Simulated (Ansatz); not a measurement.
Base system: Al in the fcc (Cu type) structure (space group Fm-3m, No. 225).

```yaml
crystal:
  lattice:
    - [0.00000, 2.00717, 2.00717]
    - [2.00717, 0.00000, 2.00717]
    - [2.00717, 2.00717, 0.00000]
  atoms:
    - { symbol: Al, position: [0.00000, 0.00000, 0.00000] }
```

Levels (all Ansatz, a program for electronic structure, PAW): PBEsol (420 eV, without spin-orbit coupling); r2SCAN (500 eV, no spin-orbit coupling).

The geometry is relaxed with PBEsol.

```
Item               Value
---------------  -------
PBEsol pressure  0.0 GPa
```

Predict the pressure from r2SCAN.

The pressure goes from zero to -1.5 GPa.

Single points use the geometry relaxed with PBEsol. Their cutoffs differ, which shifts pressures a little. Whether these cells are dynamically stable was not tested.
